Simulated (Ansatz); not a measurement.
SiC under load (space group P6_3mc), r2SCAN with spin-orbit coupling, rigid bands (Ansatz, a first-principles code). Condition of this run: hydrostatic pressure of -5 GPa (compression positive) (the target of the relaxation). Band gap 2.68 eV, N_c = 1.09e19 cm⁻³ and N_v = 6.07e19 cm⁻³ at 300 K, conductivity masses along z (a = (3.10, 0.00, 0.00) Å; b = (-1.55, 2.68, 0.00) Å; c = (0.00, 0.00, 5.09) Å) of 0.264 mₑ (electrons) and 1.41 mₑ (holes). Take k_BT = 0.02585 eV.

What built-in voltage has an abrupt junction with N_A = 1e17 and N_D = 1e17 cm⁻³, all dopants ionised?

V_bi = E_g/e − (k_BT/e) ln(N_c N_v/(N_A N_D)) = 2.68 − 0.02585 × 11.10 = 2.39 V, for the computed gap.

Find the intrinsic carrier density and the intrinsic Fermi level.

n_i = √(N_c N_v) exp(−E_g/2k_BT) = 2.57e19 × exp(−51.83) = 7.9e-4 cm⁻³. The level lies (k_BT/2) ln(N_v/N_c) = 22 meV from mid-gap (positive towards the conduction band). Each 0.1 eV added to the gap lowers n_i by a factor of 6.9.

What thermal injection velocity √(2k_BT/πm) limits a ballistic channel along the direction named?

1.05e7 cm/s for electrons and 4.53e6 cm/s for holes, a ratio of √(m_h/m_e) = 2.31, for dilute carriers.

Rigid bands with the computed gap; masses take one relaxation time for all states. Geometry: cell and atoms relaxed with PBEsol.
